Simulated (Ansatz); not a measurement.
The structure below was relaxed with Kohn–Sham DFT with the r2SCAN functional, run in Ansatz (a first-principles code) with PAW and 500 eV plane waves, no SOC.

```yaml
crystal:
  lattice:
    - [3.33692, 0.00000, 0.00000]
    - [0.00000, 3.33692, 0.00000]
    - [0.00000, 0.00000, 6.92504]
  atoms:
    - { symbol: Nb, position: [0.00000, 0.00000, 0.00000] }
    - { symbol: Nb, position: [0.50000, 0.50000, 0.77407] }
    - { symbol: Zr, position: [0.00000, 0.00000, 0.50000] }
    - { symbol: Nb, position: [0.50000, 0.50000, 0.22593] }
```

Problem. Find the space group and the Wyckoff positions.

Solution. Space group P4/mmm (No. 123); a = b = 3.337 Å, c = 6.925 Å, α = β = γ = 90.00°

```tsv
atom	site	symmetry	x	y	z
Nb	1a	4/mmm	0.0000	0.0000	0.0000
Nb	2h	4mm	0.5000	0.5000	0.2259
Zr	1b	4/mmm	0.0000	0.0000	0.5000
```

Each cell is one ordered arrangement of few atoms, which overstates ordering effects compared with a random alloy. No phonon test of stability was made. All final runs are without spin polarisation. An odd electron count without spin: ZrNb3. The cell was made from Nb by this change: x(Zr) = 0.25, 4 atoms, P4/mmm.
